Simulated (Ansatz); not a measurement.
Base system: Ge in the diamond structure (space group Fd-3m, No. 227; a = 5.676 Å).

One thing is altered: every Ge is replaced by Sn, then cell and atoms are relaxed.

Levels (all Ansatz, a first-principles code, PAW, earlier PAW set): PBEsol (420 eV, no spin-orbit coupling); r2SCAN (500 eV, without spin-orbit coupling).

The geometry is relaxed with PBEsol.

```
Quantity           Value
---------------  -------
PBEsol pressure  0.0 GPa
```

With r2SCAN at the same geometry, the pressure goes from zero to 0.5 GPa.

Single points use the geometry relaxed with PBEsol. Their cutoffs differ, which shifts pressures a little. No phonon test of stability was made.
